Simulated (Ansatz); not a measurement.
Results of G0W0@HSE06 (Ansatz, a first-principles code, hard PAW, contour deformation) for wurtzite BN (high-pressure phase).

The cell has the measured lattice parameters. Conventional cell: a = 2.5500 Å, b = 2.5500 Å, c = 4.2000 Å, α = 90.00°, β = 90.00°, γ = 120.00°.

The quasiparticle gap at Γ at a fixed k mesh 6×6×2:

```json
[
 {"response cutoff": "150 eV, 181 empty bands", "value (eV)": "11.016"},
 {"response cutoff": "200 eV, 279 empty bands", "value (eV)": "11.126"},
 {"response cutoff": "250 eV, 390 empty bands", "value (eV)": "11.196"},
 {"response cutoff": "300 eV, 513 empty bands", "value (eV)": "11.242"}
]
```

**Question.** Taking the value to converge with the response cutoff E as E^(−3/2), extrapolate from the last two rows.

**Answer.** With y = y∞ + c/w and weights w = 3953 and 5196 for the last two rows, y∞ = (w2 y2 − w1 y1)/(w2 − w1) = (5196 × 11.242 − 3953 × 11.196)/1243 = 11.388 eV, which lies 0.146 beyond the last row. Successive pairs of rows give 11.330, 11.372, 11.388. The limit also hangs on the law assumed, so its last digits aren't firm.

The other settings are not extrapolated, so this is the limit in one setting alone.

The smallest gap on this mesh is 7.57 eV, away from Γ.

Note: GW on a hybrid start was not checked against another program.
